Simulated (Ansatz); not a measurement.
Neutral impurities on the W site of bcc W: relaxed bond lengths against the impurity's covalent radius (Cordero's table). These are PBE, PAW (plane waves to 420 eV; Ansatz, a first-principles code) values and carry that method's errors. Cell and caveats: 54-site cell; 4×4×4 shifted k-points; no spin–orbit coupling; no Hubbard U; not converged in cell size; the relaxation kept the symmetry of the starting site.

```
impurity  x: covalent radius (Å)  y: mean distance to the nearest shell of neighbours (Å)
--------  ----------------------  -------------------------------------------------------
B                           0.84                                                     2.73
P                           1.07                                                     2.74
Al                          1.21                                                     2.78
Mn                          1.39                                                     2.74
Ag                          1.45                                                     2.80
Zr                          1.75                                                     2.80
Nb                          1.64                                                        ?
```

Fit a straight line to the 6 complete rows and predict the last.

Means: x = 1.285, y = 2.765; Sxx = 0.504, Sxy = 0.039. Slope 0.039 / 0.504 = 0.08, intercept 2.765 − 0.08 × 1.285 = 2.66 Å; the rows scatter by 0.02 Å about the line, and R² = 0.59, a weak trend. Prediction: 2.66 + 0.08 × 1.64 = 2.79 Å. The calculation gave 2.77 Å, 0.02 Å below the line, within its scatter.
